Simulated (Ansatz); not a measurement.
ZnO (P6_3mc) under hydrostatic pressure (compression positive): hole mass along z by PBE with spin-orbit coupling, rigid bands (plane waves, PAW; Ansatz, a program for electronic structure). The unloaded cell, whose axes the loads refer to:

```
ZnO
1.0
    3.22991     0.00000     0.00000
   -1.61495     2.79718     0.00000
    0.00000     0.00000     5.21468
Zn O
2 2
Direct
  0.33333   0.66667   0.99805
  0.66667   0.33333   0.49805
  0.33333   0.66667   0.37695
  0.66667   0.33333   0.87695
```

| hydrostatic pressure (compression positive) (GPa) | volume per atom (Å³) | hole mass along z (mₑ) |
|---|---|---|
| -6.6 | 12.39 | 2.89 |
| -4.4 | 12.17 | 2.87 |
| -2.2 | 11.96 | ? |
| 0 | 11.78 | 2.81 |
| 2.2 | 11.61 | 2.80 |
| 4.4 | 11.45 | 2.78 |
| 8.8 | 11.16 | 2.76 |
| 13.2 | 10.91 | 2.73 |

Fit a straight line to ln(hole mass along z) against the load over the rows given, and predict the row at -2.2 GPa.

The means are x̄ = 2.514 GPa and ȳ = 1.0315; Σ(x − x̄)(y − ȳ) = -0.8425 and Σ(x − x̄)² = 294.5, so the slope is -0.286 % per GPa, and the rows given lie within 0.55 % of the line. At -2.2 GPa the line gives 2.84 mₑ; the calculation gives 2.83 mₑ, 0.47 % from it.

Masses are for dilute carriers at 300 K, harmonic means over directions unless an axis is named. Stresses and pressures are the targets of the relaxation. The structure type is held at every load. Geometry: cell and atoms relaxed with PBEsol.
